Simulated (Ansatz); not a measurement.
SnS₂ (P-3m1), PBEsol+D3BJ, rigid bands (Ansatz, a program for electronic structure): N_v = 1.27e20 cm⁻³ at 300 K and a hole conductivity mass of 2.54 mₑ along y (a = (3.63, 0.00, 0.00) Å; b = (-1.81, 3.14, 0.00) Å; c = (0.00, 0.00, 5.57) Å).

Problem. For 1e16 holes per cm³ at 300 K, place the Fermi level, estimate the Seebeck coefficient of a parabolic band with constant τ, and give mobility and conductivity for τ = 50 fs.

Solution. The level lies k_BT ln(N_v/p) = 0.244 eV above the valence-band maximum. S ≈ +(k_B/e)[ln(N_v/p) + 5/2] = 1030 μV/K, against 996 μV/K from the full bands (mean over directions). μ = eτ/m = 34.6 cm²/(V·s) and σ = peμ = 0.0555 S/cm. τ is assumed, not computed.

Band transport and this doping are assumed; polarons and phonon drag are left out. Spin-orbit coupling is left out; where it splits the top of the valence band, N_v and the p-type Seebeck coefficient come out somewhat high without it. Geometry: cell and atoms relaxed with PBEsol+D3(BJ).

PBEsol with a dispersion correction tends to overbind, so the cell can be several per cent short, in bad cases over ten, which usually narrows a gap: SnS2 (P-3m1).
